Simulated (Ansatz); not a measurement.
Base system: HgS in the zinc blende structure (space group F-43m, No. 216; a = 5.8119 Å). Axes: x, y, z lie along the cube axes.

The values are results of Ansatz (a quantum-chemistry and plane-wave program), LDA, PAW, cutoff 420 eV, without spin-orbit coupling, not measurements.

Before the change:

| Quantity | Result |
|---|---|
| Shortest interatomic distance | 2.517 Å |

Modification: a pure shear with ε_xy = ε_yx = 0.0114; the atoms relax in the strained cell.

Task: Predict the new shortest interatomic distance and energy relative to the base.

Result: The shortest interatomic distance decreases by 0.0023 Å (2.517 Å → 2.514 Å); the energy rises by 1.0 meV/atom.

No phonon test of stability was made. All final runs are without spin polarisation.
